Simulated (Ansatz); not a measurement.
**A computed series for NbSi2: response to strain**

Start from NbSi2 (space group P6_422, No. 181; a = 4.768 Å, c = 6.576 Å). Axes: x lies along a and z along c of the hexagonal cell.

Strains are applied to the cell and any free atomic positions relax; under biaxial strain the out-of-plane vector relaxes too.

The values are results of Ansatz (a program for electronic structure) PBEsol, no SOC, not measurements.

Notes on the quantities. pressure: mean of the normal stresses, compression positive.

```csv
case,volume per atom,pressure,space group
base,14.38 Å³,0.0 GPa,P6_422 (No. 181)
"biaxial strain −3.20 %, plane normal [001], relaxed out of plane",13.65 Å³,10.5 GPa,P6_422 (No. 181)
"biaxial strain +1.13 %, plane normal [001], relaxed out of plane",14.65 Å³,-3.0 GPa,P6_422 (No. 181)
uniaxial strain ε_yy = −5.20 %,13.63 Å³,11.2 GPa,C222 (No. 21)
tensor shear ε_yz = +2.72 %,14.37 Å³,0.3 GPa,C2 (No. 5)
```

Without a gap, meshes like the base's 11×11×7 leave anisotropic stresses uncertain by several tenths of a GPa, and small strain energies with them. Stability against distortions was not tested. All final runs are without spin polarisation. An odd electron count without spin: NbSi2.
